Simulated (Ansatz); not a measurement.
Worked example: self-consistent single point of SrC₂ (P1, 6 atoms in the cell) in Ansatz (a quantum-chemistry and plane-wave program).

Computed with LDA (PW92), default PAW files made with PBE (plane waves; Ansatz).

```
CELL_PARAMETERS angstrom
      3.54678    -2.22691     0.00000
      3.54678     2.22691     0.00000
     -2.39740     0.00000     7.45146
ATOMIC_POSITIONS crystal
  Sr 0.18110 0.82344 0.75671
  Sr 0.82117 0.17883 0.25000
  C  0.42227 0.12839 0.55761
  C  0.57773 0.87161 0.44239
  C  0.87161 0.57773 0.94239
  C  0.12839 0.42227 0.05761
```

Reference input (self-consistent single point, DFT, LDA (PW92), plane waves, default PAW files made with PBE): basis.ecutwfc = 420 eV; kpoints.mp_grid.grid = 7 7 4; hamiltonian.xc = lda; hamiltonian.pseudopotentials = {kind: paw} (the program's default PAW files); scf.occupations.method = fermi_dirac; scf.occupations.width = 0.01 eV. This run's input differs from it in these lines:

Ansatz 0.2 input:
```diff
@@ -16,3 +16,4 @@
   mp_grid:
-    grid: [7, 7, 4]
+    grid: [9, 9, 5]
+    shift: [0.5, 0.5, 0.5]
 hamiltonian:
```

Log, with long lists cut:

```
SCF iter   1: F=—  HF=-7859.803152 eV  |F-HF|=—  |Δ(HF+E_count)|=         —  Δρ=6.44e-3  dr2=4.97e-2  ethr=1.77e-3  ⟨swp⟩=9.8  Hψ=32422  notcnv=0
all-band conjugate gradients solve this SCF's bands
preconditioner: auto → Resta (q_TF=auto, 2.239 Å⁻¹)
SCF iter   2: F=—  HF=-7859.788922 eV  |F-HF|=—  |Δ(HF+E_count)|=   1.42e-2  Δρ=2.94e-3  dr2=7.53e-3  ethr=1.38e-4  ⟨swp⟩=2.9  Hψ=9328  notcnv=0  defer=337
   [... lines left out ...]
SCF iter   4: F=—  HF=-7859.786741 eV  |F-HF|=—  |Δ(HF+E_count)|=   5.12e-5  Δρ=9.85e-5  dr2=1.53e-5  ethr=1.05e-6  ⟨swp⟩=2.1  Hψ=7742  notcnv=0  defer=342
SCF iter   5: F=—  HF=-7859.786746 eV  |F-HF|=—  |Δ(HF+E_count)|=   4.19e-6  Δρ=5.93e-5  dr2=5.54e-6  ethr=4.26e-8  ⟨swp⟩=2.0  Hψ=6635  notcnv=0  defer=342
SCF iter   6: F=—  HF=-7859.786745 eV  |F-HF|=—  |Δ(HF+E_count)|=   4.79e-7  Δρ=2.79e-5  dr2=1.22e-6  ethr=1.54e-8  ⟨swp⟩=2.0  Hψ=6560  notcnv=0  defer=342
SCF iter   7: F=-7859.786745 eV  HF=-7859.786745 eV  |F-HF|=1.35e-8  |Δ(HF+E_count)|=   1.14e-7  Δρ=6.80e-6  dr2=6.59e-8  ethr=2.78e-10  ⟨swp⟩=10.5  Hψ=28411  notcnv=0
SCF 1 converged in 7 iterations: F = -7859.786745 eV  dr2 = 6.59e-8
Free energy (F): -7859.786745 eV
Internal energy: -7859.786745 eV  (E = F + TS)
E sigma→0 (E₀):  -7859.786745 eV
Fermi energy:    4.928573 eV
--- Forces (eV/Å), atoms counted from 1 ---
  atom   1  Sr    -0.00360033    -0.04054872    -0.27063054
  atom   2  Sr    -0.00482387     0.04038373     0.14738794
  atom   3  C     -0.07260337    -0.29513542    -0.14570933
  atom   4  C      0.07644325     0.30470292     0.20298709
  atom   5  C      0.07460887    -0.31800266     0.35152351
  atom   6  C     -0.06996434     0.30857799    -0.28540229
--- Stress (GPa, compression-positive) ---
       -4.143986      -0.074290      -0.217002
       -0.074290      -4.966449       0.007848
       -0.217002       0.007848      -4.733803
  P = ⅓ Tr σ = -4.6147 GPa (-46.147 kbar)
  The stress holds the Pulay correction. Without it, at fixed plane waves, as pw.x and ABINIT print it: P = -4.8319 GPa
```

The run converged in 7 iterations. Against the reference run the free energy hardly moves (within 1 meV/atom), the pressure stays at -4.61 GPa, the largest force stays at 0.480 eV/Å and the gap on the mesh goes from 2.204 to 2.146 eV.

The starting cell comes from a database of computed structures (which also holds hypothetical and non-ambient phases and stackings), without a prior relaxation at this level. Its lattice was rescaled by up to half a per cent. One atom was moved a little off its site on purpose. Ansatz's pressure includes its estimate of the finite-basis (Pulay) stress. Another mesh or the band path of this cell gives a smaller gap, so this value is not converged in the mesh.

Cost on one core of a shared machine: roughly 60 s.
